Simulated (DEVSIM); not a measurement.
Device: abrupt GaAs n-p junction, at 400 K.

Layer 1 from the left is GaAs, thickness (μm) 0.130, Nd (cm⁻³) 2.4e17, τn (s) 9.9e-9, τp (s) 9.9e-9. Layer 2 from the left is GaAs, thickness (μm) 4.30, Na (cm⁻³) 3.6e15, τn (s) 9.9e-9, τp (s) 9.9e-9.

Left contact: ohmic. Right contact: ohmic. Voltage is applied to the left contact. Recombination: SRH at mid-gap, radiative. Mobility is μmin + (μ − μmin)/(1 + (N/Nref)^α).

This is a model device: material constants are rounded textbook-type values typed into the input, and sizes, dopings and lifetimes were drawn at random. Values at 300 K; Nc and Nv go as T^1.5, mobilities as T to minus their exponent, the gap by Varshni's rule with the affinity fixed.

GaAs: gap (eV) 1.424, affinity (eV) 4.07, permittivity 12.9, Nc (cm⁻³) 4.7e17, Nv (cm⁻³) 9e18, μn (cm²/Vs) 8500, μp (cm²/Vs) 400, μn,min 500, μp,min 20, Nref,n 6e16, Nref,p 1.5e17, αn 0.39, αp 0.38, T exponent of μn 2.1, T exponent of μp 2.2, B (cm³/s) 2e-10, Varshni α (eV/K) 0.000541, Varshni β (K) 204.

Model (solved in DEVSIM): 1D drift-diffusion, Boltzmann statistics, complete ionisation; no tunnelling, impact ionisation, image-force lowering or self-heating.

Dark forward current:

```
|V| (V)  |J| (A/cm²)
-------  -----------
0.05        3.638e-7
0.10        1.086e-6
0.15        2.620e-6
0.20        5.993e-6
0.25        1.365e-5
0.30        3.182e-5
0.35        7.807e-5
0.40       0.0002073
0.45       0.0006094
0.50        0.001994
0.55        0.007156
0.60         0.02743
0.65          0.1096
0.70          0.4479
0.75           1.838
0.80           7.377
0.85           27.31
0.90           86.48
0.95           226.6
1.00           497.7
1.05           944.1
1.10            1595
1.15            2463
```

Problem. Work out the local ideality factor n = ΔV / (kT/q · ln(J2/J1)) between the rows 0.15 and 0.20 V, 0.70 and 0.75 V, 1.10 and 1.15 V.

Solution. kT/q = 34.47 mV. From 0.15 to 0.20 V: ln(5.993e-6/2.620e-6) = 0.827, n = 1.75. From 0.70 to 0.75 V: ln(1.838/0.4479) = 1.412, n = 1.03, near the 1 of diffusion or emission over a barrier. From 1.10 to 1.15 V: ln(2463/1595) = 0.435, n = 3.34.

Problem. Estimate the current at 0.70 V from the Shockley equation with J0 = Σ q ni² D/(N L) coth(W/L), τ joining the SRH, radiative and Auger lifetimes that are on, and W taken as the whole layer.

Solution. ni² = 4.45e19 cm⁻⁶; holes in the n layer: μ = 103 cm²/Vs, D = 3.53 cm²/s, τ = 6.71e-9 s, L = 1.54 μm, W/L = 0.084, term 8.10e-12 A/cm²; electrons in the p layer: μ = 3550 cm²/Vs, D = 122 cm²/s, τ = 9.83e-9 s, L = 11.0 μm, W/L = 0.39, term 5.92e-10 A/cm². J0 = 6.00e-10 A/cm², and J = J0 exp(qV/kT) = 0.396 A/cm². The simulation gives 0.448 A/cm²; the estimate lies 12 % below. The estimate leaves out recombination in the depletion region and that region's share of W.
